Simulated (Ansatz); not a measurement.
Input and output of a self-consistent single point for Ti₂C (P1, 3 atoms in the cell) (Ansatz, an electronic-structure program).

Method: PBEsol, PAW files made with PBE (plane waves; Ansatz).

The change in words: atoms moved at random. Reference geometry:
```xyz
3
Lattice="1.5210 0.8781 4.7522 -1.5210 0.8781 4.7522 0.0000 -1.7563 4.7522" Properties=species:S:1:pos:R:3 pbc="T T T"
Ti     0.0000     0.0000     3.4999
Ti     0.0000     0.0000    10.7565
C      0.0000     0.0000     7.1282
```

Reference input (self-consistent single point, DFT, PBEsol, plane waves, PAW files made with PBE): basis.ecutwfc = 420 eV; kpoints.mp_grid.grid = 13 13 13; hamiltonian.xc = pbesol; hamiltonian.pseudopotentials = {kind: paw} (an earlier, softer set of the program's PAW files); scf.occupations.method = fermi_dirac; scf.occupations.width = 0.136 eV. This run's input differs from it in these lines:

Ansatz 0.2 input:
```diff
@@ -6,5 +6,5 @@
   atoms:
-    - { symbol: Ti, position: [0.24549900, 0.24549900, 0.24549900] }
-    - { symbol: Ti, position: [0.75450100, 0.75450100, 0.75450100] }
-    - { symbol: C, position: [0.50000000, 0.50000000, 0.50000000] }
+    - { symbol: Ti, position: [0.25619900, 0.24441900, 0.23596500] }
+    - { symbol: Ti, position: [0.74716600, 0.77037200, 0.75355700] }
+    - { symbol: C, position: [0.49663600, 0.48520800, 0.51047800] }
 basis:
```

Output, abridged:

```
SCF iter   1: F=—  HF=-5198.332941 eV  |F-HF|=—  |Δ(HF+E_count)|=         —  Δρ=1.11e-1  dr2=7.69e0  ethr=3.10e-3  ⟨swp⟩=3.6  Hψ=76332  notcnv=0
all-band conjugate gradients solve this SCF's bands
preconditioner: auto → Kerker (q_TF=auto, 2.592 Å⁻¹)
SCF iter   2: F=—  HF=-5196.848763 eV  |F-HF|=—  |Δ(HF+E_count)|=    1.48e0  Δρ=3.78e-2  dr2=1.16e0  ethr=3.10e-3  ⟨swp⟩=3.2  Hψ=47178  notcnv=0
   [... lines left out ...]
SCF iter   5: F=—  HF=-5196.583392 eV  |F-HF|=—  |Δ(HF+E_count)|=   1.67e-3  Δρ=8.24e-4  dr2=3.03e-4  ethr=2.42e-5  ⟨swp⟩=2.0  Hψ=26433  notcnv=0
SCF iter   6: F=—  HF=-5196.583331 eV  |F-HF|=—  |Δ(HF+E_count)|=   6.15e-5  Δρ=2.42e-4  dr2=2.52e-5  ethr=1.08e-6  ⟨swp⟩=2.3  Hψ=31019  notcnv=0
SCF iter   7: F=—  HF=-5196.583321 eV  |F-HF|=—  |Δ(HF+E_count)|=   1.01e-5  Δρ=4.79e-5  dr2=1.41e-6  ethr=9.01e-8  ⟨swp⟩=2.7  Hψ=35801  notcnv=0
SCF iter   8: F=-5196.583320 eV  HF=-5196.583320 eV  |F-HF|=9.51e-9  |Δ(HF+E_count)|=   3.73e-7  Δρ=9.11e-6  dr2=3.29e-8  ethr=3.57e-10  ⟨swp⟩=3.3  Hψ=73601  notcnv=0
SCF 1 converged in 8 iterations: F = -5196.583320 eV  dr2 = 3.29e-8
Free energy (F): -5196.583320 eV
Internal energy: -5196.474735 eV  (E = F + TS)
E sigma→0 (E₀):  -5196.529028 eV
Entropy (-TS):   -0.108585 eV (-36.195 meV/atom)
Fermi energy:    13.647483 eV
--- Forces (eV/Å), atoms counted from 1 ---
  atom   1  Ti    -0.14552803    -0.54979542     0.36854393
  atom   2  Ti     0.71850240    -0.41204234    -1.13640282
  atom   3  C     -0.57298025     0.96184870     0.76785436
--- Stress (GPa, compression-positive) ---
        5.013694      -1.347385      -3.275126
       -1.347385       4.894181      -0.647227
       -3.275125      -0.647227       6.469694
  P = ⅓ Tr σ = 5.4592 GPa (54.592 kbar)
  The stress holds the Pulay correction. Without it, at fixed plane waves, as pw.x and ABINIT print it: P = 5.3401 GPa
```

The run converged in 8 iterations. Against the reference run the free energy rises by 26.9 meV/atom, the pressure goes from 3.03 to 5.46 GPa and the largest force goes from 0.252 to 1.406 eV/Å.

The starting cell comes from a database of computed structures (which also holds hypothetical and non-ambient phases and stackings), without a prior relaxation at this level. Its lattice was rescaled by a random factor within 2.5 % of one. For this run, on top of that: atoms moved at random. Spin polarisation is off. With a pressure of about 5 GPa the cell is away from its equilibrium volume at this level. Forces in this geometry exceed 1 eV/Å. Ansatz's pressure includes its estimate of the finite-basis (Pulay) stress.

Cost on one core of a shared machine: roughly 90 s.
